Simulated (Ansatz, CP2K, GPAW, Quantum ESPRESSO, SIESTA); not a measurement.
## BaP4Pd2 (I4/mmm, 7 atoms in the cell) computed with different codes at matched settings

Self-consistent single point, at a second geometry (lattice scaled by 0.98). First geometry:

```
CELL_PARAMETERS angstrom
     -3.42191     3.42191     2.98690
      3.42191    -3.42191     2.98690
      3.42191     3.42191    -2.98690
ATOMIC_POSITIONS crystal
  Ba 0.00000 0.00000 0.00000
  P  0.27381 0.50000 0.77381
  P  0.72619 0.50000 0.22619
  P  0.50000 0.72619 0.22619
  P  0.50000 0.27381 0.77381
  Pd 0.75000 0.25000 0.50000
  Pd 0.25000 0.75000 0.50000
```

Shared settings, as Ansatz (a first-principles code) writes them: kpoints.mp_grid.grid = 6 6 6; scf.occupations.method = fermi_dirac; scf.occupations.width = 0.136 eV. Potentials and cutoffs stand in the table.

| code | model | ΔF from the first geometry (meV/atom) | pressure (GPa) | largest force (eV/Å) | cutoff |
|---|---|---|---|---|---|
| SIESTA | LDA PW92, numerical atomic orbitals DZP, PseudoDojo LDA standard norm-conserving potentials (rewritten from UPF to PSML) | 12.0 | 5.24 | 0.812 | grid 400 Ry |
| Quantum ESPRESSO | LDA (PZ), GBRV 1.5 ultrasoft (LDA) pseudopotentials | -11.1 | 1.72 | 0.557 | 40 Ry |
| CP2K | LDA (Pade form), GPW, DZVP-MOLOPT-SR-GTH basis, GTH-PADE potentials (GTH_POTENTIALS) | -19.3 | 0.65 | 0.650 | grid 500 Ry |
| GPAW | LDA (Perdew-Wang 92), GPAW PAW datasets LDA (gpaw-data 1.0.1) | -9.4 | 1.98 | 0.638 | 550 eV |
| Ansatz | LDA (PW92), default PAW files made with PBE | -14.1 | 1.27 | 0.586 | default |

On Ansatz's run: spin polarisation is off.

The spread over the programs that give each value: ΔF from the first geometry within 31.3 meV/atom; pressure within 4.59 GPa; largest force within 0.255 eV/Å.

SIESTA and CP2K use small atom-centred bases, whose incompleteness enters pressures, forces and empty levels differently from a plane-wave cutoff. Ansatz's pressure is given at a fixed set of plane waves, as the other plane-wave codes print theirs; with its correction for the finite basis it is 1.31 GPa. The same LDA comes in different parametrisations, which differ slightly. In the pressure, SIESTA (by 3.52) and CP2K (by 1.07) lie more than 1 GPa from the median of the plane-wave programs.

The starting cell comes from a database of computed structures (which also holds hypothetical and non-ambient phases and stackings), without a prior relaxation at this level. For this run, on top of that: lattice scaled by 0.98.

Keys are those of Ansatz 0.2.
